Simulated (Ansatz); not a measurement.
Ir, pressure series

Start from Ir in the fcc (Cu type) structure (space group Fm-3m, No. 225; a = 3.871 Å).

Cell and atoms are relaxed at each pressure.

Calculations: plane-wave PAW DFT at the PBE level (Ansatz, a first-principles code, 420 eV), no spin-orbit coupling.

```
P (GPa)  V (Å³/atom)
-------  -----------
-2.01         14.585
-1.01         14.542
0.89          14.463
2.09          14.414
4.51          14.319
9.02          14.151
15.00         13.944
22.50         13.708
30.00         13.494
```

A third-order Birch–Murnaghan fit to these points gives V₀ = 14.50 Å³/atom, B₀ = 348 GPa and B₀′ = 5.0. At pressure 30 GPa the volume is 93.1 % of V₀.

Measured bulk modulus of Ir: 365 GPa (static lattice; corrected from measurement; as listed in H. Levämäki et al., Physical Review B (2014)); the computed value is 5 % below it.

Load acts through the strain it causes; cell and atoms are relaxed under it. Whether these cells are dynamically stable was not tested. No other phases were tried under pressure. The final runs are not spin-polarised.
